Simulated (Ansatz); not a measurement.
A self-consistent single point of Al3GaN4 (P1, 8 atoms in the cell) with Ansatz (a program for electronic structure).

Level of theory: LDA (PW92), PAW files made with PBE (plane waves; Ansatz).

The change in words: atoms moved at random. Reference geometry:
```xyz
8
Lattice="4.4014 0.0000 0.0000 0.0000 4.4014 0.0000 0.0000 0.0000 4.4014" Properties=species:S:1:pos:R:3 pbc="T T T"
Al     2.2007     2.2007     0.0000
Al     0.0000     2.2007     2.2007
Al     2.2007     0.0000     2.2007
Ga     0.0000     0.0000     0.0000
N      3.2754     3.2754     1.1261
N      3.2754     1.1261     3.2754
N      1.1261     1.1261     1.1261
N      1.1261     3.2754     3.2754
```

Reference input (self-consistent single point, DFT, LDA (PW92), plane waves, PAW files made with PBE): basis.ecutwfc = 30.9 Ry; kpoints.mp_grid.grid = 6 6 6; hamiltonian.xc = lda; hamiltonian.pseudopotentials = {kind: paw} (the program's default PAW files); scf.occupations.method = fermi_dirac; scf.occupations.width = 0.0015 Ry. This run's input differs from it in these lines:

Ansatz 0.2 input:
```diff
@@ -6,10 +6,10 @@
   atoms:
-    - { symbol: Al, position: [0.500000, 0.500000, 0.000000] }
-    - { symbol: Al, position: [0.000000, 0.500000, 0.500000] }
-    - { symbol: Al, position: [0.500000, 0.000000, 0.500000] }
-    - { symbol: Ga, position: [0.000000, 0.000000, 0.000000] }
-    - { symbol: N, position: [0.744160, 0.744160, 0.255840] }
-    - { symbol: N, position: [0.744160, 0.255840, 0.744160] }
-    - { symbol: N, position: [0.255840, 0.255840, 0.255840] }
-    - { symbol: N, position: [0.255840, 0.744160, 0.744160] }
+    - { symbol: Al, position: [0.485061, 0.505085, -0.005940] }
+    - { symbol: Al, position: [-0.013557, 0.498665, 0.508205] }
+    - { symbol: Al, position: [0.525848, -0.002862, 0.484957] }
+    - { symbol: Ga, position: [0.002534, -0.001742, 0.009146] }
+    - { symbol: N, position: [0.739371, 0.741127, 0.268615] }
+    - { symbol: N, position: [0.758984, 0.268691, 0.746636] }
+    - { symbol: N, position: [0.266399, 0.255590, 0.251592] }
+    - { symbol: N, position: [0.235360, 0.735447, 0.736789] }
 basis:
```

Output (repeated stretches shortened):

```
SCF iter   1: F=—  HF=-6755.968875 eV  |F-HF|=—  |Δ(HF+E_count)|=         —  Δρ=1.30e-1  dr2=1.53e1  ethr=3.10e-3  ⟨swp⟩=6.7  Hψ=15498  notcnv=0
all-band conjugate gradients solve this SCF's bands
preconditioner: auto → Resta (q_TF=auto, 2.425 Å⁻¹)
SCF iter   2: F=—  HF=-6751.345843 eV  |F-HF|=—  |Δ(HF+E_count)|=    4.62e0  Δρ=4.69e-2  dr2=1.07e0  ethr=3.10e-3  ⟨swp⟩=3.0  Hψ=7494  notcnv=0  defer=392
   [... lines left out ...]
SCF iter   7: F=—  HF=-6750.895844 eV  |F-HF|=—  |Δ(HF+E_count)|=   7.87e-6  Δρ=6.19e-5  dr2=2.56e-6  ethr=5.88e-8  ⟨swp⟩=2.0  Hψ=5505  notcnv=0  defer=392
SCF iter   8: F=—  HF=-6750.895846 eV  |F-HF|=—  |Δ(HF+E_count)|=   1.43e-6  Δρ=5.22e-5  dr2=2.19e-6  ethr=6.11e-9  ⟨swp⟩=2.0  Hψ=5214  notcnv=0  defer=392
SCF iter   9: F=—  HF=-6750.895845 eV  |F-HF|=—  |Δ(HF+E_count)|=   4.11e-7  Δρ=1.29e-5  dr2=1.40e-7  ethr=5.22e-9  ⟨swp⟩=2.4  Hψ=4635  notcnv=0  defer=392
SCF iter  10: F=-6750.895845 eV  HF=-6750.895845 eV  |F-HF|=3.93e-10  |Δ(HF+E_count)|=   1.99e-8  Δρ=2.21e-6  dr2=3.71e-9  ethr=2.38e-10  ⟨swp⟩=11.2  Hψ=13975  notcnv=0
SCF 1 converged in 10 iterations: F = -6750.895845 eV  dr2 = 3.71e-9
Free energy (F): -6750.895845 eV
Internal energy: -6750.895845 eV  (E = F + TS)
E sigma→0 (E₀):  -6750.895845 eV
Fermi energy:    8.954150 eV
--- Forces (eV/Å), atoms counted from 1 ---
  atom   1  Al     0.72273830    -0.14214878    -0.06026727
  atom   2  Al     1.63279451    -0.04762280    -1.36826069
  atom   3  Al    -2.41303719     1.38629816     2.01021235
  atom   4  Ga     0.13073090     0.11910681    -0.46989314
  atom   5  N      0.78823683    -0.66503286    -2.09197824
  atom   6  N     -1.70354369    -1.76262065     0.87989106
  atom   7  N     -0.70548372    -0.28665439     0.52921180
  atom   8  N      1.54757755     1.39867550     0.57106999
--- Stress (GPa, compression-positive) ---
       -2.243049       0.248482      -1.768342
        0.248484      -1.123160      -0.281151
       -1.768342      -0.281150      -2.182092
  P = ⅓ Tr σ = -1.8494 GPa (-18.494 kbar)
  The stress holds the Pulay correction. Without it, at fixed plane waves, as pw.x and ABINIT print it: P = -2.2038 GPa
```

The run converged in 10 iterations. Against the reference run the free energy rises by 74.8 meV/atom, the pressure goes from -4.29 to -1.85 GPa, the largest force goes from 0.139 to 3.433 eV/Å and the gap on the mesh goes from 3.375 to 3.091 eV.

The starting cell comes from a database of computed structures (which also holds hypothetical and non-ambient phases and stackings), without a prior relaxation at this level. For this run, on top of that: atoms moved at random. Forces in this geometry exceed 1 eV/Å. Ansatz's pressure includes its estimate of the finite-basis (Pulay) stress.
